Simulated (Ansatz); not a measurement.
The starting structures come from a database of crystals and need not be the phases stable at ambient conditions.

By PBEsol, the system below comes out a metal.

Without scattering a metal conducts by its projected Fermi surface.

Consider the following.

```xyz
10
Lattice="3.6633 0.0000 0.0000 0.0000 6.9898 0.0000 0.0000 0.0000 6.9898" Properties=species:S:1:pos:R:3 pbc="T T T"
Hf     1.8316     5.7790     4.7058
Hf     1.8316     1.2109     2.2841
Hf     1.8316     4.7058     1.2109
Hf     1.8316     2.2841     5.7790
Hf     0.0000     3.4949     3.4949
Hf     0.0000     0.0000     0.0000
Si     0.0000     0.8639     4.3589
Si     0.0000     6.1259     2.6310
Si     0.0000     4.3589     6.1259
Si     0.0000     2.6310     0.8639
```

Space group of this cell: P4/mbm. The cell is taken as given; by PBEsol its mean pressure is -2.6 GPa.

The current flows along the normal of the first two printed cell vectors, the (100) plane of the conventional cell. No spin-orbit coupling; the value is a mean over 0.1 eV about the Fermi level.

**Question.** Predict the ballistic conductance per area from Ansatz (a program for electronic structure) with PBEsol.

**Answer.** 0.51 × 10¹⁵ S/m² for both spins.
